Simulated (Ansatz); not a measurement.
System: zinc-blende KF (model structure). Method: r²SCAN (plane waves, PAW; Ansatz, an electronic-structure program).

Numerical settings: plane-wave cutoff 500 eV, 10×10×10 k mesh, gaussian smearing 0.02 eV, scalar-relativistic PAW data made under PBE.

Cell (relaxed at this level):

```cif
data_F4K4
_chemical_formula_sum 'K4 F4'
_space_group_name_H-M_alt 'F-43m'
_space_group_IT_number 216
_space_group_name_Hall 'F -4 2 3'
_cell_length_a 5.87415
_cell_length_b 5.87415
_cell_length_c 5.87415
_cell_angle_alpha 90.000
_cell_angle_beta 90.000
_cell_angle_gamma 90.000
loop_
_atom_site_label
_atom_site_type_symbol
_atom_site_symmetry_multiplicity
_atom_site_Wyckoff_symbol
_atom_site_fract_x
_atom_site_fract_y
_atom_site_fract_z
_atom_site_occupancy
K1 K 4 a 0.00000 0.00000 0.00000 1
F1 F 4 d 0.75000 0.75000 0.75000 1
```
(The calculation used a cell of 2 atoms; values per cell refer to that cell.)

Q: Estimate the band gap that the calculation returns.

A: 
* **band gap**: 5.74 eV (on the SCF k mesh)

Note: the relaxation could raise the start's symmetry but not lower it, so the cell can be a saddle point.

Computed values are for the static lattice.

The result took about 30 core-seconds (a rough figure).

A model structure was made by putting elements into a prototype or built by hand; it is no filed structure, need not be a known phase, and can be a saddle point held by its symmetry.
